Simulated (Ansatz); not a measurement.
**A computed series for Te: response to strain**

The reference is Te (space group P3_121, No. 152; a = 4.624 Å, c = 5.903 Å; made of chains). Axes: x lies along a and z along c of the hexagonal cell.

Strains are applied to the cell and any free atomic positions relax; under biaxial strain the out-of-plane vector relaxes too.

Method: r2SCAN/PAW in Ansatz (a program for electronic structure), no spin-orbit coupling.

Candidates:
(a) uniaxial strain ε_xx = −4.81 %
(b) biaxial strain +0.61 %, plane normal [001], relaxed out of plane
(c) tensor shear ε_yz = +1.05 %

Before the change:

The smallest direct gap is 0.60 eV.

Q: Order them by smallest direct gap, lowest first.

A: (a) uniaxial strain ε_xx = −4.81 % (0.49 eV), (c) tensor shear ε_yz = +1.05 % (0.56 eV), (b) biaxial strain +0.61 %, plane normal [001], relaxed out of plane (0.65 eV)

Spin-orbit coupling, missing from the scalar runs, can matter with Te. Whether these cells are dynamically stable was not tested. No dispersion term is included, though the crystal is made of layers, chains or molecules, so its spacings can come out too wide.
